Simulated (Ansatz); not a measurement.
C (model structure, started from the Si type, R-3, No. 148, 8 atoms in the cell), treated with PBEsol (Ansatz, a quantum-chemistry and plane-wave program, PAW).

Settings: plane-wave cutoff 520 eV, 10×10×10 k mesh, Fermi–Dirac smearing 0.01 eV, scalar-relativistic PAW data made under PBE.

The cell is the one relaxed with PBEsol. Conventional cell: a = 6.3184 Å, b = 6.3184 Å, c = 3.8462 Å, α = 90.00°, β = 90.00°, γ = 120.00°.

```xyz
8
Lattice="3.1592 1.8240 1.2821 -3.1592 1.8240 1.2821 0.0000 -3.6479 1.2821" Properties=species:S:1:pos:R:3 pbc="T T T"
C     -2.1837    -0.5638     1.5278
C      2.1837     0.5638     2.3184
C      1.5802    -1.6093     1.5278
C     -1.5802     1.6093     2.3184
C      0.6036     2.1731     1.5278
C     -0.6036    -2.1731     2.3184
C      0.0000     0.0000     2.6928
C      0.0000     0.0000     1.1534
```

Question: List the 22 lowest band energies at Γ above −25 eV (eV, relative to the valence band maximum), grouping those that round alike.

Answer: At Γ: -21.54, -12.05 (×2), -10.92, -10.80 (×2), -10.51, -9.49, -7.82 (×2), -7.05, -6.31 (×2), -1.88 (×2), -1.87, 6.43, 7.68 (×2), 9.38 (×2), 10.05.

Note: the relaxation could raise the start's symmetry but not lower it, so the cell can be a saddle point.

A model structure was made by putting elements into a prototype or built by hand; it is no filed structure, need not be a known phase, and can be a saddle point held by its symmetry.
